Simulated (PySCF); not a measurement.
PySCF 2.14.0, HF/def2-svpd, df: Mo(F)5 ([F][Mo+]([F])([F])([F])[F]), charge +1, multiplicity 1, 6 atoms. The geometry is a generated start, not checked to be a minimum at this level.

```yaml
task: energy
method: hf
basis: def2-svpd
two_electron_scheme: density fitting
mol.max_memory: 3000 MB
mf.max_cycle: 100
mf.DIIS: CDIIS (default)
mf.conv_tol: 1e-09 (default)
effective_core_potentials: those of the basis set, past Kr
basis_functions: 149
```

```xyz
6

Mo     0.0025     0.0032    -0.0019
F      1.1292    -0.6799     1.0663
F     -1.1357     0.6777    -1.0648
F      0.1783     1.5296     0.7836
F      1.0103    -0.4113    -1.3387
F     -1.1846    -1.1192     0.5555
```

Charge 1 and multiplicity 1 are set for this test and not shown to be the ground state.

With the defaults (mf.diis = true, mf.damp = 0, mf.diis_start_cycle = 1, mf.diis_space = 8, mf.init_guess = minao, mf.level_shift = 0) it converges in 14 Fock builds. One run each on 2 threads, 1 BLAS thread, with these changes:
- mf.init_guess = huckel
- mf.level_shift = 0.3 Hartree
- mf.damp = 0.3, mf.diis_start_cycle = 4
- mf.init_guess = mod_huckel
- mf.diis_space = 3
- mf.diis = false
- mf.diis_space = 20
- mf.init_guess = atom
- mf.level_shift = 1 Hartree

Which of these changes keep the SCF from converging, or lead it to another solution?

No convergence: mf.diis = false (the run ends without SCF convergence in 100 cycles). The rest reach the solution of the defaults.

| setting | Fock builds | end |
|---|---|---|
| the defaults | 14 | same solution |
| mf.diis_space = 20 | 14 | same solution |
| mf.init_guess = atom | 14 | same solution |
| mf.init_guess = mod_huckel | 14 | same solution |
| mf.init_guess = huckel | 14 | same solution |
| mf.damp = 0.3, mf.diis_start_cycle = 4 | 15 | same solution |
| mf.diis_space = 3 | 15 | same solution |
| mf.level_shift = 0.3 Hartree | 15 | same solution |
| mf.level_shift = 1 Hartree | 22 | same solution |
| mf.diis = false | 101 | no convergence |
